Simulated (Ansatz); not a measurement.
# 1T (CdI2-type) Sc2C (cell taken from a computed entry)

All values below come from r²SCAN in Ansatz (plane waves, PAW).

Numerical settings: plane-wave cutoff 500 eV, 18×18×8 k mesh (along the axes of the cell as run), Fermi–Dirac smearing 0.05 eV, scalar-relativistic PAW data made under PBE.

Cell: relaxed at this level.

| Property | Value |
|---|---|
| equilibrium volume per atom | 18.04 Å³/atom |
| lattice parameter a | 3.323 Å |
| c axis length | 5.661 Å |
| band gap | zero (no gap) |

Note: the cell comes from a level without a dispersion term, which matters for the spacing of layers, chains or molecules; the relaxation could not lower the start's symmetry, so the cell can be a saddle point above a distorted one; the cell has widely spaced layers and the level no dispersion term, so their spacing and the moduli can rest on weak binding.

Ansatz is a first-principles code.
